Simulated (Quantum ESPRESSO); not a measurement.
Checking a run of Quantum ESPRESSO on SrNbO3 (Pnma, 20 atoms in the cell). The aim is a self-consistent single point with DFT, PBEsol, plane waves, GBRV 1.5 ultrasoft (PBESOL) pseudopotentials.

This input was run:

```fortran
&control
 calculation = 'scf'
 prefix = 'run'
 outdir = './out'
 pseudo_dir = './'
 tprnfor = .true.
 tstress = .true.
/
&system
 ibrav = 0
 nat = 20
 ntyp = 3
 ecutwfc = 12
 ecutrho = 96
 occupations = 'smearing'
 smearing = 'marzari-vanderbilt'
 degauss = 0.0099958
/
&electrons
 conv_thr = 1.0d-9
 mixing_beta = 0.4
/
ATOMIC_SPECIES
Sr    87.6200  sr_pbesol_v1.uspp.F.UPF
Nb    92.9064  nb_pbesol_v1.uspp.F.UPF
O     15.9990  o_pbesol_v1.2.uspp.F.UPF
ATOMIC_POSITIONS crystal
Sr    0.9825900000    0.7500000000    0.0003600000
Sr    0.0174100000    0.2500000000    0.9996400000
Sr    0.5174100000    0.2500000000    0.5003600000
Sr    0.4825900000    0.7500000000    0.4996400000
Nb    0.0000000000    0.5000000000    0.5000000000
Nb    0.5000000000    0.5000000000    0.0000000000
Nb    0.5000000000    0.0000000000    0.0000000000
Nb    0.0000000000    0.0000000000    0.5000000000
O     0.2809100000    0.4810100000    0.7189100000
O     0.7190900000    0.5189900000    0.2810900000
O     0.2190900000    0.5189900000    0.2189100000
O     0.7809100000    0.4810100000    0.7810900000
O     0.7809100000    0.0189900000    0.7810900000
O     0.2190900000    0.9810100000    0.2189100000
O     0.7190900000    0.9810100000    0.2810900000
O     0.2809100000    0.0189900000    0.7189100000
O     0.4943500000    0.2500000000    0.0375900000
O     0.5056500000    0.7500000000    0.9624100000
O     0.0056500000    0.7500000000    0.5375900000
O     0.9943500000    0.2500000000    0.4624100000
K_POINTS automatic
5 4 5  1 1 1
CELL_PARAMETERS angstrom
   5.7301700000     0.0000000000     0.0000000000
   0.0000000000     8.1350800000     0.0000000000
   0.0000000000     0.0000000000     5.7266600000
```

Output (repeated stretches shortened):

```
     Message from routine setup:
     using ibrav=0 with symmetry is DISCOURAGED, use correct ibrav instead
     G-vector sticks info
     --------------------
     sticks:   dense  smooth     PW     G-vecs:    dense   smooth      PW
   [... lines left out ...]
        15        O      tau(  15) = (   0.7190900   1.3927326   0.2809178  )
        16        O      tau(  16) = (   0.2809100   0.0269600   0.7184696  )
        17        O      tau(  17) = (   0.4943500   0.3549232   0.0375670  )
        18        O      tau(  18) = (   0.5056500   1.0647695   0.9618205  )
        19        O      tau(  19) = (   0.0056500   1.0647695   0.5372607  )
        20        O      tau(  20) = (   0.9943500   0.3549232   0.4621268  )

     number of k points=    18  Marzari-Vanderbilt smearing, width (Ry)=  0.0100
                       cart. coord. in units 2pi/alat
        k(    1) = (   0.1000000   0.0880472   0.1000613), wk =   0.1600000
        k(    2) = (   0.1000000   0.0880472   0.3001839), wk =   0.1600000
        k(    3) = (   0.1000000   0.0880472  -0.5003065), wk =   0.0800000
   [... 15 lines left out ...]

     Dense  grid:    28599 G-vectors     FFT dimensions: (  36,  48,  36)

     Smooth grid:    10101 G-vectors     FFT dimensions: (  24,  36,  24)

     Initial potential from superposition of free atoms

     starting charge     163.8670, renormalised to     164.0000

     negative rho (up, down):  2.491E-01 0.000E+00
     Self-consistent Calculation

     iteration #  1     ecut=    12.00 Ry     beta= 0.40

     negative rho (up, down):  2.325E-01 0.000E+00

     total energy              =   -1120.30922486 Ry
     estimated scf accuracy    <       5.09551507 Ry

     iteration #  2     ecut=    12.00 Ry     beta= 0.40

     negative rho (up, down):  2.181E-01 0.000E+00

     total energy              =   -1120.10989041 Ry
     estimated scf accuracy    <       1.16109811 Ry

     iteration #  3     ecut=    12.00 Ry     beta= 0.40

     negative rho (up, down):  2.140E-01 0.000E+00

     total energy              =   -1120.13806003 Ry
     estimated scf accuracy    <       0.12105703 Ry

   [... 6 blocks of this kind left out ...]

     iteration # 10     ecut=    12.00 Ry     beta= 0.40

     negative rho (up, down):  2.144E-01 0.000E+00

     total energy              =   -1120.14152991 Ry
     estimated scf accuracy    <          1.7E-09 Ry

     iteration # 11     ecut=    12.00 Ry     beta= 0.40

     negative rho (up, down):  2.144E-01 0.000E+00
     End of self-consistent calculation

     the Fermi energy is    13.8811 ev

!    total energy              =   -1120.14153005 Ry
     estimated scf accuracy    <          2.9E-10 Ry
     smearing contrib. (-TS)   =      -0.00071249 Ry
     internal energy E=F+TS    =   -1120.14081756 Ry

     convergence has been achieved in  11 iterations

     negative rho (up, down):  2.144E-01 0.000E+00

     Forces acting on atoms (cartesian axes, Ry/au):

     atom    1 type  1   force =     0.01368867    0.00000000   -0.00926668
     atom    2 type  1   force =    -0.01368867    0.00000000    0.00926668
     atom    3 type  1   force =    -0.01368867   -0.00000000   -0.00926668
     atom    4 type  1   force =     0.01368867   -0.00000000    0.00926668
   [... lines left out ...]
     Total force =     0.142746     Total SCF correction =     0.000029
   [... lines left out ...]

     negative rho (up, down):  2.144E-01 0.000E+00
          total   stress  (Ry/bohr**3)                   (kbar)     P=    -3340.16
  -0.02270536   0.00000000   0.00000000        -3340.07        0.00        0.00
   0.00000000  -0.02269282   0.00000000            0.00    -3338.23        0.00
   0.00000000   0.00000000  -0.02271966            0.00        0.00    -3342.18

   JOB DONE.
```

Question: Is anything amiss in this input, and did it matter?

Answer: The run is not sound. The fault is a basis or grid far too coarse for these potentials. Far below the cutoff that the potentials were made for, the basis cannot represent the orbitals near the nuclei, and energies, forces and above all the stress go wrong. To fix it, restore the cutoff that the potentials need and check convergence. The run converged in 11 iterations without an error; against the sound input the free energy goes up by 14.3 eV/atom, the pressure goes from -6.47 to -334.0 GPa and the largest force goes from 0.094 to 1.121 eV/Å.

The sound input it was made from differs as follows (other fixes are possible):
```diff
- ecutwfc = 12
- ecutrho = 96
+ ecutwfc = 40
+ ecutrho = 320
```

With that input, the run converged in 13 iterations: free energy E − TS -15526.9272 eV; Fermi level (on the code's own zero) 13.08 eV; pressure -6.47 GPa; largest force (vector length) 0.094 eV/Å (DFT, PBEsol, plane waves, GBRV 1.5 ultrasoft (PBESOL) pseudopotentials).

On the sound input: the starting cell comes from a database of computed structures (which also holds hypothetical and non-ambient phases and stackings), without a prior relaxation at this level. Spin polarisation is off. With a pressure of about -6 GPa the cell is away from its equilibrium volume at this level.
